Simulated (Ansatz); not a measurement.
Worked calculations on one periodic cell of amorphous Si24O53Nb2: Si24O53Nb2, 79 atoms, volume 1182.6 Å³, made by a melt-quench on the CHGNet potential and relaxed with DFT. O atoms were pushed apart under 1.9 Å during the dynamics, to hinder bonds among them. It is a model cell: composition and starting density were chosen by hand, and all elements were melted together. Cycles of charging were run to anneal it. The numbers are results of PBE, scalar-relativistic without spin-orbit coupling (plane waves to 420 eV, PAW; Ansatz, a program for electronic structure), not measurements. Sampling: a 2×2×2 Γ-centred mesh; Fermi-Dirac width 0.02 eV; no spin polarisation. Its volume was held where the quench left it, its shape was free, and it stands at a mean pressure of 0.9 GPa with stress components up to 0.9 GPa; the relaxation ran on the zone centre alone. Its density went from a set 2.40 to 2.40 g/cm³. The cell is small and was quenched far faster than a real film, so it is one sample of the glass.

### Question
Count formal charges (Si +4, O -2, Nb +5). What does the count lead one to expect at the Fermi level, and what does the calculation give?

### Answer
24 × (+4) + 53 × (-2) + 2 × (+5) = 0. The charges balance, so the anion-derived valence states can be full and a gap can open. On this mesh the highest filled and lowest empty level lie 3.69 eV apart; localised defect or tail levels set that (at the zone centre the more localised edge state sits most on one Nb atom with neighbours O 1.89 Å, O 1.91 Å, O 1.96 Å, O 1.96 Å, O 1.97 Å), and the nearest spread-out levels lie 5.7 eV apart.

Four energies for a hole at PBE on the zone centre alone (charged cells in a uniform background, spin-polarised): neutral at the neutral geometry -54519.912 eV; charged at the neutral geometry -54521.365 eV; charged and relaxed -54521.540 eV; neutral at the charged geometry -54519.591 eV.

### Question
Find the two relaxation energies and their sum, the reorganisation energy.

### Answer
On charging: -54521.365 − (-54521.540) = 0.175 eV. On discharging: -54519.591 − (-54519.912) = 0.321 eV. The sum is 0.496 eV. The carrier's level spreads over 8 of the 79 atoms' worth, so it counts as partly localised, most on one O atom with neighbours Si 1.62 Å, Nb 2.06 Å (neutral geometry). The values are uncorrected: the image energy of a point charge in this cell, 2.84 × 14.40 / (2 × 10.6) = 1.9 eV before screening, is screened by electrons alone at the fixed geometry and by ions too after relaxing, and the carrier can be spread before it relaxes, so each term can be off by up to that value times 1/ε∞, some tenths of an eV. PBE's self-interaction favours spread-out carriers, so a hybrid can localise more.
